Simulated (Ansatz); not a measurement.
Start from SiO2 in the rutile structure (space group P4_2/mnm, No. 136; a = 4.155 Å, c = 2.661 Å). Axes: x, y, z lie along a, b, c of the conventional cell.

Computed with LDA (Ansatz, a quantum-chemistry and plane-wave program), without spin-orbit coupling.

For the base:

| Property | Result |
|---|---|
| Volume per atom | 7.66 Å³ |
| Valence-band top at Γ | 0.00, -0.91, -0.91 eV |
| Hole mass | 1.7 mₑ along c, 1.1 mₑ across (at Γ) |
| Pressure | -0.01 GPa |

The change: tensile biaxial strain of 1.20 % in the plane normal to [001], as in epitaxy on a mismatched substrate; the out-of-plane cell vector and the atoms relax.

**Question.** Estimate the effect on the volume per atom.

**Answer.** The volume per atom grows by 0.14 Å³, from 7.66 Å³ to 7.80 Å³.

**Question.** What happens to the valence-band top at Γ?

**Answer.** The valence-band top at Γ (three highest levels, from the VBM) becomes 0.00, -0.90, -0.90 eV (base: 0.00, -0.91, -0.91 eV).

**Question.** What does the calculation give for the hole mass after the change?

**Answer.** The hole mass changes from 1.7 mₑ along c, 1.1 mₑ across (at Γ) to 1.9 mₑ out of plane, 1.1 mₑ in plane (at Γ).

**Question.** Estimate the effect on the pressure.

**Answer.** The pressure (mean of the normal stresses, compression positive) drops by 4.22 GPa (-0.01 GPa → -4.23 GPa).

The levels and masses belong to the bands next to the band gap. Masses are band curvatures over ±0.01 Å⁻¹ around the edge. Whether these cells are dynamically stable was not tested.
